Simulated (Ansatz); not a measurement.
## MoS2: pressure series

Consider MoS2 in the 2H-MoS2 type structure (space group P6_3/mmc, No. 194; a = 3.109 Å, c = 11.709 Å; layered, stacked along the Cartesian z axis).

Cell and atoms are relaxed at each pressure.

Level of theory: PBEsol-D3(BJ) (Ansatz, an electronic-structure program; PAW; 420 eV plane waves; no spin-orbit coupling).

**Question.** Only one of these has no band gap. Which?
(A) pressure 15 GPa
(B) pressure −1 GPa
(C) pressure −2 GPa

**Answer.** A, pressure 15 GPa. Computed: pressure −2 GPa: 0.69 eV; pressure 15 GPa: zero; pressure −1 GPa: 0.60 eV

The mesh was chosen for an insulator and is coarse for the gapless case. Load acts through the strain it causes; cell and atoms are relaxed under it. No phonon test of stability was made. No other phases were tried under pressure. All final runs are without spin polarisation. The zero or small gap of MoS2 under pressure 15 GPa can change with the level of theory.
